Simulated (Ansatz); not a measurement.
# Zr3N4, response to strain

Take Zr₃N₄ (space group I-43d, No. 220; a = 6.7027 Å) as the base. Axes: x, y, z lie along the cube axes.

Strains are applied to the cell and any free atomic positions relax; under biaxial strain the out-of-plane vector relaxes too; under stress the whole cell relaxes.

Calculations: Ansatz (a quantum-chemistry and plane-wave program) PBEsol, without spin-orbit coupling.

Notes on the quantities. energy relative to the base: free energy F; pressure: mean of the normal stresses, compression positive.

```csv
change,energy relative to the base,volume per atom,band gap,pressure
base,0 meV/atom,10.75 Å³,0.75 eV,-0.01 GPa
"biaxial strain −4.66 %, plane normal [001], relaxed out of plane",+86 meV/atom,10.13 Å³,0.62 eV,20.12 GPa
"biaxial strain +2.61 %, plane normal [001], relaxed out of plane",+19 meV/atom,11.14 Å³,0.38 eV,-6.63 GPa
uniaxial strain ε_xx = +0.78 %,+0.9 meV/atom,10.84 Å³,0.69 eV,-1.84 GPa
"uniaxial stress, 0.5 GPa compression along x",0.0 meV/atom,10.75 Å³,0.74 eV,–
```

Beyond what the load breaks, stability against distortions was not tested.
